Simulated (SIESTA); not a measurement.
SIESTA run on Br (Cmce, 4 atoms in the cell): self-consistent single point.

Computed with GGA PBE with spin-orbit coupling, numerical atomic orbitals DZP, PseudoDojo PBE fully relativistic norm-conserving potentials (rewritten from UPF to PSML) run with SIESTA.

```
Br
1.0
    2.25590    -3.35868     0.00000
    2.25590     3.35868     0.00000
    0.00000     0.00000     8.78191
Br
4
Direct
  0.86100   0.86100   0.88900
  0.63900   0.63900   0.38900
  0.36100   0.36100   0.61100
  0.13900   0.13900   0.11100
```

Reference input (self-consistent single point, DFT, GGA PBE, numerical atomic orbitals DZP, PseudoDojo PBE standard norm-conserving potentials (rewritten from UPF to PSML)): XC.functional = GGA; XC.authors = PBE; potentials = PseudoDojo PBE standard; PAO.BasisSize = DZP; PAO.EnergyShift = 0.005 Ry; MeshCutoff = 300 Ry; kgrid.MonkhorstPack = 5 5 2; OccupationFunction = FD; ElectronicTemperature = 20 meV; MaxSCFIterations = 150; SCF.Mixer.Method = Broyden; SCF.Mixer.Weight = 0.1. This run's input differs from it in these lines:

```diff
@@ -1,2 +1,2 @@
-# files in the folder: Br.psml (PseudoDojo PBE standard)
+# files in the folder: Br.psml (PseudoDojo PBE fully relativistic)
 SystemName  Br
@@ -35,2 +35,9 @@
 ElectronicTemperature        20.0 meV
+Spin                         spin-orbit
+%block DM.InitSpin
+  1 0.00 0.00 0.00
+  2 0.00 0.00 0.00
+  3 0.00 0.00 0.00
+  4 0.00 0.00 0.00
+%endblock DM.InitSpin
```

Log, with long lists cut:

```
        iscf     Eharris(eV)        E_KS(eV)     FreeEng(eV)     dDmax    Ef(eV) dHmax(eV)
   scf:    1    -1707.933253    -1710.830744    -1710.830744  0.300058 -4.090512  1.156505
     spin moment: {S} , |S| = {   -0.00000    0.00000   -0.00000 }     0.00000
   scf:    2    -1710.974366    -1710.905702    -1710.905702  0.008047 -4.177441  0.989075
     spin moment: {S} , |S| = {   -0.00000   -0.00000   -0.00000 }     0.00000
   scf:    3    -1711.154832    -1711.074186    -1711.074186  0.039825 -4.625911  0.143728
     spin moment: {S} , |S| = {   -0.00000    0.00000   -0.00000 }     0.00000
   [... lines left out ...]
     spin moment: {S} , |S| = {    0.00000   -0.00000    0.00000 }     0.00000
   scf:    9    -1711.089299    -1711.089325    -1711.089325  0.000134 -4.671884  0.000544
     spin moment: {S} , |S| = {   -0.00000    0.00000    0.00000 }     0.00000
   scf:   10    -1711.089319    -1711.089325    -1711.089325  0.000035 -4.671849  0.000350
     spin moment: {S} , |S| = {   -0.00000   -0.00000   -0.00000 }     0.00000
   scf:   11    -1711.089325    -1711.089325    -1711.089325  0.000008 -4.671852  0.000313
     spin moment: {S} , |S| = {    0.00000   -0.00000    0.00000 }     0.00000
SCF Convergence by DM+H criterion
max |DM_out - DM_in|         :     0.0000077144
max |H_out - H_in|      (eV) :     0.0003128104
SCF cycle converged after 11 iterations

Using DM_out to compute the final energy and forces

siesta: E_KS(eV) =            -1711.0893

siesta: E_KS - E_eggbox =     -1711.0893

siesta: Atomic forces (eV/Ang):
     1   -0.515043    0.000000   -0.991329
     2    0.515043   -0.000000   -0.991329
     3   -0.515043    0.000000    0.991329
     4    0.515043    0.000000    0.991329
   Tot   -0.000000    0.000000    0.000000
   Max    0.991329
   Res    0.644981    sqrt( Sum f_i^2 / 3N )
   Max    0.991329    constrained

Stress tensor Voigt[x,y,z,yz,xz,xy] (kbar):       -2.99        0.74      -21.96       -0.00       -0.00       -0.00
(Free)E + p*V (eV/cell)    -1710.4187
   [... lines left out ...]
siesta: FreeEng =     -1711.089325
siesta: Cell volume =        133.078590 Ang**3
siesta:           8.07334907         31.63896828  kBar
   [... lines left out ...]
     1    -0.000000    7.000000    0.000000    0.000000    0.000000    0.000000  Br
     2    -0.000000    7.000000    0.000000   -0.000000   -0.000000   -0.000000  Br
     3     0.000000    7.000000    0.000000    0.000000   -0.000000    0.000000  Br
     4     0.000000    7.000000    0.000000    0.000000    0.000000    0.000000  Br
 Total     0.000000                0.000000    0.000000   -0.000000    0.000000
```

The run converged in 11 iterations. Against the reference run the pressure moves little (0.73 to 0.81 GPa), the largest force goes from 1.081 to 1.117 eV/Å and the gap on the mesh goes from 1.654 to 1.599 eV.

The starting cell has typed, rounded lattice constants, without a prior relaxation at this level. Its lattice was rescaled by a random factor within 2.5 % of one. Values carry the incompleteness of an atom-centred basis. Forces in this geometry exceed 1 eV/Å.
